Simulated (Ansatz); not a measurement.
Ag3AsS3 (C2/c, No. 15, 28 atoms in the cell; start mp-561620; a measured phase of this formula has another space group), treated with LDA in Ansatz (PAW).

Numerical settings: plane-wave cutoff 520 eV, 6×6×4 k mesh (along the axes of the cell as run), Fermi–Dirac smearing 0.01 eV, no spin polarisation, scalar-relativistic PAW data made under PBE.

Cell (relaxed with PBEsol):

Space group C2/c (No. 15); a = 11.815 Å, b = 6.335 Å, c = 16.395 Å, α = 90.00°, β = 110.40°, γ = 90.00°

| atom | site | symmetry | x | y | z |
|---|---|---|---|---|---|
| Ag | 8f | 1 | 0.1216 | 0.0446 | 0.7175 |
| Ag | 8f | 1 | 0.1378 | 0.4482 | 0.3662 |
| Ag | 8f | 1 | 0.0642 | 0.0801 | 0.4427 |
| As | 8f | 1 | 0.1425 | 0.4359 | 0.0683 |
| S | 8f | 1 | 0.1587 | 0.2028 | 0.5914 |
| S | 8f | 1 | 0.0763 | 0.3417 | 0.1778 |
| S | 8f | 1 | 0.3399 | 0.3405 | 0.1342 |
(The calculation used a cell of 28 atoms; values per cell refer to that cell.)

Task: What does this level give for the band gap, smallest direct gap on the k points sampled and direct gap at Γ?

Result: 
* **band gap**: 1.35 eV
* **smallest direct gap on the k points sampled**: 1.42 eV
* **direct gap at Γ**: 1.47 eV

Note: cell and atoms aren't relaxed at this level (pressure -2.6 GPa).

Spin–orbit coupling is not included.

A start named mp-… is a Materials Project structure, which need not be a measured phase.

Ansatz is a quantum-chemistry and plane-wave program.
